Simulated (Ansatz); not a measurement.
System: Ti5Te4 (I4/m, No. 87). Method: rVV10 in Ansatz (plane waves, PAW).

Settings: plane-wave cutoff 520 eV, 16×16×16 k mesh, Fermi–Dirac smearing 0.05 eV, no spin polarisation, scalar-relativistic PAW data made under PBE.

The cell is scaled about its equilibrium volume:

Shape and atoms are relaxed at each volume.

| V (Å³/atom) | P (GPa) | c (Å) | a (Å) |
|---|---|---|---|
| 21.231 | 2.94 | 3.720 | 10.136 |
| 21.673 | 1.37 | 3.751 | 10.199 |
| 22.116 | -0.01 | 3.781 | 10.261 |
| 22.558 | -1.20 | 3.811 | 10.322 |
| 23.000 | -2.24 | 3.840 | 10.383 |

Note: the bulk modulus comes from volumes at which shape and atoms were relaxed.

Ansatz is a first-principles code.
